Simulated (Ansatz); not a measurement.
Lattice parameter a of ZrSi (model structure, started from the CsCl type, Pm-3m, No. 221, 2 atoms in the cell) at several levels of theory

No measured value is used here.

```json
[
 {"level (code)": "PBE (Ansatz)", "value (Å)": "3.316"},
 {"level (code)": "PBEsol (Ansatz)", "value (Å)": "3.281"},
 {"level (code)": "PBE-D3(BJ) (Ansatz)", "value (Å)": "3.274"}
]
```

Ansatz's density-functional and Hartree–Fock values are scalar-relativistic unless marked +SOC, with PAW data made under PBE.

A model structure was made by putting elements into a prototype or built by hand; it is no filed structure, need not be a known phase, and can be a saddle point held by its symmetry.

Ansatz is a first-principles code.
